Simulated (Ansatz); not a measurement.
Consider BAs in the zinc blende structure (space group F-43m, No. 216).

Space group F-43m (No. 216); a = 4.8093 Å, b = 4.8093 Å, c = 4.8093 Å, α = 90.00°, β = 90.00°, γ = 90.00°

```csv
atom,site,symmetry,x,y,z
B,4a,-43m,0.0000,0.0000,0.0000
As,4d,-43m,0.7500,0.7500,0.7500
```
(The calculation used a cell of 2 atoms; values per cell refer to that cell.)

Calculations: Ansatz (an electronic-structure program) PBE, spin-orbit coupling left out.

For the base:

The lattice parameter a comes out as 4.809 Å and the valley order is a point along ⟨100⟩, about 1.1 Å⁻¹ from Γ 1.21 eV; L along ⟨111⟩ 2.57 eV. The smallest direct gap comes out as 3.26 eV.

One thing is altered: a negative pressure, −1 GPa.

**Question.** Estimate the effect on the lattice parameter a, valley order and smallest direct gap.

**Answer.** The lattice parameter a goes up by 0.0123 Å (4.809 Å → 4.822 Å); the valley order (the lowest conduction-band minima on the path, energy above the VBM, named in the base's zone) changes from a point along ⟨100⟩, about 1.1 Å⁻¹ from Γ 1.21 eV; L along ⟨111⟩ 2.57 eV to a point along ⟨100⟩, about 1.1 Å⁻¹ from Γ 1.22 eV; L along ⟨111⟩ 2.53 eV; the smallest direct gap hardly moves (3.26 eV against 3.25 eV).

Load acts through the strain it causes; cell and atoms are relaxed under it. Whether these cells are dynamically stable was not tested.
